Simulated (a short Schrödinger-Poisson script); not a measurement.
Stack: MOS inversion layer, SiO2 on p-type Si(110), at 300 K.

From the gate side: 2.1 nm SiO2; 520 nm Si, acceptors 6.7e17 cm⁻³.

The device is made up for the run: typed textbook-type constants, with dimensions and the other settings drawn at random. SiO2: permittivity 3.9, conduction-band edge (eV) 3.15, gap (eV) 9, electron mass (mₑ) 0.5. Si: permittivity 11.7, conduction-band edge (eV) 0, gap (eV) 1.124, Nv at 300 K (cm⁻³) 3.1e19.

Channel valleys (confinement mass, in-plane density-of-states mass, number): Δ4 0.315, 0.324, 4; Δ2 0.19, 0.417, 2. At the gate the conduction-band edge of layer 1 lies 3.27 eV − eVg above the Fermi level of the channel; the field vanishes at the back. Gaps are held at their typed values at every temperature. Mesh 0.03 nm at interfaces.

Solved with a short Schrödinger-Poisson script written for these runs: 1D Poisson equation in equilibrium, electrons quantum, Hartree (BenDaniel-Duke, 12 states a valley, the channel's in-plane mass for all, wave functions ending at the dielectric), parabolic valleys, classical holes, full ionisation, no traps, pinning or gate leakage.

```csv
Vg (V),electrons (cm⁻²),C (μF/cm²),Δ4 E0 (meV from the Fermi level),Δ2 E0 (meV from the Fermi level)
0.3,2.18e9,0.224,232.8,257.7
0.4,4.47e10,0.371,154.5,180.3
0.5,3.43e11,0.833,101.3,128.3
0.6,9.16e11,1.07,75.3,103.6
0.7,1.60e12,1.16,60.0,89.9
0.8,2.34e12,1.22,49.5,80.8
0.9,3.10e12,1.25,41.3,74.2
1,3.89e12,1.27,34.7,68.9
1.1,4.69e12,1.29,29.0,64.7
1.2,5.50e12,1.31,24.1,61.1
1.3,6.32e12,1.32,19.6,58.1
1.4,7.15e12,1.33,15.6,55.4
1.5,7.98e12,1.34,11.9,53.0
1.6,8.82e12,1.35,8.5,50.9
1.7,9.66e12,1.35,5.3,48.9
1.8,1.05e13,1.36,2.2,47.2
1.9,1.14e13,1.37,-0.7,45.5
```

Gate voltages with under 1e9 electrons/cm² are left out.

Q: At Vg = 1.9 V the lowest Δ4 subband lies at -0.7 meV from the Fermi level. How many electrons does it hold, and what share of all?

A: The two-dimensional density of states is g m/(πħ²) = 5.41e11 cm⁻² meV⁻¹ (both spins), kT = 25.9 meV, so n = D kT ln(1 + exp(−E/kT)) = 9.88e12 cm⁻², 0.87 of the 1.14e13 cm⁻² in all.

Q: Compare the slope of the sheet density between 1.7 and 1.9 V with the geometric capacitance of the layers between gate and channel.

A: q Δn/ΔV = 1.39 μF/cm²; ε0/Σ(t/ε) = 1.64 μF/cm². The ratio is 0.85: the channel acts as a further capacitance in series.
